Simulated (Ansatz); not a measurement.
## BAs: point defects

Start from an 8-atom supercell of BAs in the zinc blende structure (space group F-43m, No. 216; a = 4.809 Å) at its relaxed geometry.

One neutral defect a cell, atoms relaxed at fixed cell.

Computed with PBE in Ansatz (plane waves to 420 eV, PAW, spin-orbit coupling left out), earlier PAW set.

| variant | pressure | largest displacement of a host atom from its site in the perfect cell |
|---|---|---|
| perfect supercell | 0.0 GPa | – |
| Li interstitial (started 1.96 Å from the nearest host atom) | [?] | [?] |
| H interstitial (started 2.08 Å from the nearest host atom) | 3.3 GPa | 0.00 Å |
| Si on a B site, symmetric start | 17.4 GPa | 0.16 Å |
| As interstitial (started 1.96 Å from the nearest host atom), symmetric start | 34.7 GPa | 0.42 Å |

Some entries are withheld; estimate them.


- Li interstitial (started 1.96 Å from the nearest host atom), pressure: 10.0 GPa
- Li interstitial (started 1.96 Å from the nearest host atom), largest displacement of a host atom from its site in the perfect cell: 0.10 Å

The magnetic state is the one reached from the starting moments; the real material's order can differ, and small cells can't hold many antiferromagnetic ones. In so small a cell the defect repeats every few ångströms: this is an ordered compound, not a dilute defect. The mesh was chosen for an insulator and is coarse for the gapless case. Defects with a symmetric start kept the site's symmetry and may sit on a saddle; the others started slightly shaken. Starting moments died away, wholly or in part, for Li interstitial (started 1.96 Å from the nearest host atom), Si on a B site and As interstitial (started 1.96 Å from the nearest host atom); another magnetic solution may exist.

Ansatz is a first-principles code.
